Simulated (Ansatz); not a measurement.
We consider Ir (model structure, started from the diamond type, Fd-3m, No. 227, 2 atoms in the cell), described by LDA in Ansatz (PAW).

From the output:

```
WARN output.stress: scf.convergence.dr2_threshold = 1e-7 eV (the SCF's general default) is looser than the 2e-10 eV advised for a printed stress (1e-10 eV for …
Relaxation: its limit of steps is 80 (relax.max_steps)
Crystal: 2 atoms, lattice volume = 40.205 Å³
Basis set: ecut = 520 eV, 1067 PW (Γ), exchange–correlation on 60×60×60 points (8 copies of the dense FFT grid, shifted against one another)
Bands: 21, of which v1, the nominal top of the filled ones, is band 17 counted from 1 (16 counted from 0)
Symmetry: 48 space group operations
Space group: Fd-3m (ITA 227), of the structure as read, at distance tolerance 3.4e-5 Å
k-points: 195 of 5832
Functional: x = slater, c = lda
SCF iter   1: F=—  HF=-23324.338777 eV  |F-HF|=—  |Δ(HF+E_count)|=         —  Δρ=1.03e-2  dr2=1.68e-2
SCF iter   2: F=—  HF=-23324.338191 eV  |F-HF|=—  |Δ(HF+E_count)|=   5.86e-4  Δρ=3.45e-3  dr2=3.16e-3
  ...
SCF iter   5: F=—  HF=-23324.337085 eV  |F-HF|=—  |Δ(HF+E_count)|=   3.04e-6  Δρ=3.45e-5  dr2=5.74e-7
SCF iter   6: F=-23324.337085 eV  HF=-23324.337085 eV  |F-HF|=8.98e-9  |Δ(HF+E_count)|=   1.14e-7  Δρ=9.66e-6  dr2=4.13e-8
SCF 1 converged in 6 iterations: F = -23324.337085 eV  dr2 = 4.13e-8
relax step   1: F+E_penalty+E_count = -23324.33708503 eV  Δ(F+E_penalty+E_count) = +0.000e0 eV  max|allowed force component| = 6.939e-18 eV/Å  Δτ_max = 0.0000 Å  (6 SCF iters, accepted)
SCF converged after 6 iterations
Free energy (F): -23324.337085 eV
Internal energy: -23324.320841 eV  (E = F + TS)
E sigma→0 (E₀):  -23324.328963 eV
Fermi energy:    16.531081 eV
--- Forces (eV/Å), atoms counted from 1 ---
  atom   1  Ir    -0.00000000     0.00000000     0.00000000
  atom   2  Ir     0.00000000    -0.00000000    -0.00000000
--- Stress (GPa, compression-positive) ---
        4.626487      -0.000000       0.000000
        0.000000       4.626487      -0.000000
       -0.000000       0.000000       4.626487
  P = ⅓ Tr σ = 4.6265 GPa (46.265 kbar)
```

Task: Write an input file that could have produced this run (the log leaves some choices open).

Result: One answer among several that fit: 
Ansatz 0.2 input:
```yaml
crystal:
  lattice:
    - [0.0, 2.7190457944, 2.7190457944]
    - [2.7190457944, 0.0, 2.7190457944]
    - [2.7190457944, 2.7190457944, 0.0]
  atoms:
    - { symbol: Ir, position: [0.25, 0.25, 0.25] }
    - { symbol: Ir, position: [0.0, 0.0, 0.0] }
basis:
  ecutwfc: 520
  ecutrho_ratio: 4
  xc_grid: 2
kpoints:
  mp_grid: { grid: [18, 18, 18] }
hamiltonian:
  xc: lda
  dispersion: none
  pseudopotentials: { kind: paw }
scf:
  occupations: { method: fermi_dirac, width: 0.05 }
output:
  forces: true
  stress: true
  eigenvalues: true
relax:
  f_tol: 0.004
  escape_saddle: false
  max_steps: 80
```

The cell is one volume of an energy–volume scan, off the minimum.

The PAW data were made under PBE.

Note: the run has no spin polarisation, so it can have missed a magnetic state. Note: the relaxation could raise the start's symmetry but not lower it, so the cell can be a saddle point.

A model structure was made by putting elements into a prototype or built by hand; it is no filed structure, need not be a known phase, and can be a saddle point held by its symmetry.

Ansatz is an electronic-structure program.
